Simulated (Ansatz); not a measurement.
Functionals compared on the (31-43) surface of hcp Be in its 1x1 cell, outermost plane spacing 0.08 Å in the ideal cut, in Ansatz (plane waves, PAW). The structure was relaxed with PBE; the other rows are single points on it, each with its references at the same level. Cutoff 420 eV (500 eV for r2SCAN).

Set-up: 44 atoms, 10.5 Å thick at the start (thin: gaps and levels are the slab's own); mesh 9x5x1; 0.1 eV smearing; dipole correction on; all atoms relaxed; held to the start's symmetry, so lower structures may exist; no spin, no spin-orbit, no U. These notes are the PBE run's.

| functional | surface energy (J/m²) | work function of the top face (eV) | rough cost of the single point |
|---|---|---|---|
| PBE | 2.25 | 4.67 | – |
| LDA | 2.52 | 4.84 | roughly 80 core-seconds |
| PBEsol | … | … | very roughly 80 core-seconds |
| RPBE | 2.10 | 4.58 | very roughly 80 core-seconds |
| r2SCAN | 2.33 | 4.67 | around 2.3 core-minutes (rough) |

**Question.** Complete the blanks.

**Answer.** 
- PBEsol, surface energy (J/m²): 2.43
- PBEsol, work function of the top face (eV): 4.72

Ansatz is a program for electronic structure.
